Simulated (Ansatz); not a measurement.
GaP (F-43m), HSE06 with spin-orbit coupling, rigid bands (Ansatz, a first-principles code): N_c = 4.25e19 cm⁻³ at 300 K and an electron conductivity mass of 0.344 mₑ.

Question: For 1e17 electrons per cm³ at 300 K, place the Fermi level, estimate the Seebeck coefficient of a parabolic band with constant τ, and give mobility and conductivity for τ = 20 fs.

Answer: The level lies k_BT ln(N_c/n) = 0.156 eV below the conduction-band minimum. S ≈ −(k_B/e)[ln(N_c/n) + 5/2] = -737 μV/K, against -725 μV/K from the full bands (mean over directions). μ = eτ/m = 102 cm²/(V·s) and σ = neμ = 1.64 S/cm. τ is assumed, not computed.

Band transport and this doping are assumed; polarons and phonon drag are left out. Geometry: cell and atoms relaxed with PBEsol.
